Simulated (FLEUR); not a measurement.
Input and output of a self-consistent single point for BaIn3Pt (I4mm, 5 atoms in the cell) (FLEUR).

Level of theory: LDA (Vosko-Wilk-Nusair), all-electron FLAPW (FLEUR), scalar-relativistic valence run with FLEUR.

The change in words: lattice scaled by 0.98. Reference geometry:
```
BaIn3Pt
1.0
   -2.43916     2.43916     5.92728
    2.43916    -2.43916     5.92728
    2.43916     2.43916    -5.92728
Ba In Pt
1 3 1
Direct
  0.99738   0.99738   0.00000
  0.73808   0.23808   0.50000
  0.23808   0.73808   0.50000
  0.39890   0.39890   0.00000
  0.62757   0.62757   0.00000
```

Reference input (self-consistent single point, DFT, LDA (Vosko-Wilk-Nusair), all-electron FLAPW (FLEUR), scalar-relativistic valence): Kmax = 4.2 1/bohr; GmaxXC = 16.8 1/bohr; xcFunctional = vwn; jspins = 1; l_soc = F; mode = gauss; fermiSmearingEnergy = 0.00183747 Htr; mesh (inpgen div1-3) = 5 5 5; inpgen gamma flag = false; Gmax = 16.8 1/bohr; numbands = 0; maxIterBroyd = 40. This run's input differs from it in these lines:

```diff
@@ -3,6 +3,6 @@
 &input film=f /
--0.3556684677 0.3556684677 0.8642915493
-0.3556684677 -0.3556684677 0.8642915493
-0.3556684677 0.3556684677 -0.8642915493
-12.9596708236
+-0.3556685114 0.3556685114 0.8642915133
+0.3556685114 -0.3556685114 0.8642915133
+0.3556685114 0.3556685114 -0.8642915133
+12.7004770169
 1.0 1.0 1.0
@@ -47,5 +47,5 @@
          <bravaisMatrix>
-            <row-1>   -4.6093462637262084     4.6093462637262084    11.2009339745472509</row-1>
-            <row-2>    4.6093462637262084    -4.6093462637262084    11.2009339745472509</row-2>
-            <row-3>    4.6093462637262084     4.6093462637262084   -11.2009339745472509</row-3>
+            <row-1>   -4.5171597546707360     4.5171597546707360    10.9769145005683715</row-1>
+            <row-2>    4.5171597546707360    -4.5171597546707360    10.9769145005683715</row-2>
+            <row-3>    4.5171597546707360     4.5171597546707360   -10.9769145005683715</row-3>
          </bravaisMatrix>
```

The program printed (abridged):

```
 Iteration:     1   Distance:       6.78699104 me/bohr^3
 Iteration:     2   Distance:       6.19872658 me/bohr^3
 Iteration:     3   Distance:       2.83806503 me/bohr^3
 Iteration:     4   Distance:       0.83432694 me/bohr^3
 Iteration:     5   Distance:       0.66571090 me/bohr^3
   [... 10 lines left out ...]
 Iteration:    16   Distance:       0.00015683 me/bohr^3
 Iteration:    17   Distance:       0.00009941 me/bohr^3
 Iteration:    18   Distance:       0.00003288 me/bohr^3
 Iteration:    19   Distance:       0.00000576 me/bohr^3
 Reset of history
 Run finished successfully
 Stop message:
   Structural relaxation: new displacements generated

[file out, last iteration]
             iter=     20
[...]
          total density-effective poten   -7.5227096200E+04
          total charge density-energy d   -1.0036449343E+03
 Updated energy parameters for spin:           1
[...]
 fermi energy and band-weighting factors:
    0.604132    0.613768

[...]
FERMIE:
          first approx. to ef    (T=0)  :   0.316469 htr   (energy of the highest occ. eigenvalue)
          number of occ. states  (T=0)  :        585
          first approx. to seigv (T=0)  : -14.056231 htr
          sum of weights of occ. states :  32.536000
          sum of semicore charge        :   0.000000 e
          fermi energy=   0.31679 har   work function=  -8.62042 ev
   [... lines left out ...]
          total moment                 =     0.00000
 Direct bandgap for spin            1 :    5.0338395487484200E-003  Htr
 ---->    free energy=                    -44204.2197243002 htr
   [... lines left out ...]
 TOTAL FORCE FOR ATOM TYPE=  2  X=  4.517   Y=  0.000   Z= -5.750
                       FX_TOT= 0.000000 FY_TOT= 0.000000 FZ_TOT= 0.000626
 TOTAL FORCE FOR ATOM TYPE=  3  X=  0.000   Y=  0.000   Z=  8.757
                       FX_TOT= 0.000000 FY_TOT= 0.000000 FZ_TOT= 0.000217
 TOTAL FORCE FOR ATOM TYPE=  4  X=  0.000   Y=  0.000   Z= -8.176
                       FX_TOT= 0.000000 FY_TOT= 0.000000 FZ_TOT=-0.000744
```

The run converged in 19 iterations. FLEUR gives forces in its relaxation mode, with a further iteration, so its stop message speaks of a relaxation. Against the reference run the total energy drops by 46.4 meV/atom and the largest force goes from 0.148 to 0.038 eV/Å.

The starting cell comes from a database of computed structures (which also holds hypothetical and non-ambient phases and stackings), without a prior relaxation at this level. Its lattice was rescaled by a random factor within 2.5 % of one. For this run, on top of that: lattice scaled by 0.98. Spin-orbit coupling is off. Spin polarisation is off. Values depend on the basis (sphere radii, cutoffs, local orbitals), which need not be converged. The log's line on a gap gives a spacing of levels on this mesh, which the program prints for metals too.

Cost on one core of a shared machine: roughly 7 min.
